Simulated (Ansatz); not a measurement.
Consider La vacancy in hexagonal La2O3, charge state -3. All values below come from PBE, PAW (plane waves to 420 eV; Ansatz, an electronic-structure program).

Settings: 90 host sites, the relaxed PBE lattice, the Γ point alone, smearing 0.01 eV, spin-restricted, no image-charge correction. Energies are static. Spin-orbit coupling is left out. The charge state is imposed; whether it is stable for some Fermi level was not computed. Forms of the defect that were not tried may lie lower.

Barriers: single points on a 2×2×2 k-point mesh shifted by half a step along c at the bands' geometries.

The step: a nearby La atom hops onto the vacant site. Atoms about the jump, Cartesian Å from the middle of the jump, before and after:

```csv
atom,x0,y0,z0,x1,y1,z1
La1,-0.96,-0.55,-1.49,0.96,0.55,1.49
O2,0.99,-1.99,-0.13,1.23,-1.84,0.14
O3,-1.23,1.85,-0.13,-0.98,1.99,0.14
O4,0.99,0.57,-2.15,1.12,0.65,-2.28
O5,-1.12,-0.65,2.29,-0.98,-0.57,2.16
La6,2.93,-0.55,-1.49,2.91,-0.57,-1.53
La7,0.99,2.81,-1.48,0.96,2.81,-1.53
La8,-2.90,0.58,1.54,-2.93,0.56,1.49
La9,-0.95,-2.80,1.54,-0.98,-2.81,1.49
```

Question: Predict the transition state.

Answer: 
```tsv
atom	x	y	z
La1	-0.01	0.00	0.00
O2	1.13	-1.98	0.01
O3	-1.17	1.98	0.02
O4	1.05	0.61	-2.03
O5	-1.06	-0.61	2.02
La6	3.10	-0.55	-1.59
La7	1.06	2.97	-1.59
La8	-3.10	0.57	1.61
La9	-1.07	-2.96	1.61
```
It lies 1.61 eV above the start and 1.61 eV above the end. The saddle point's order was not checked, and it lies on a symmetry element of the cell, where a band can be held.
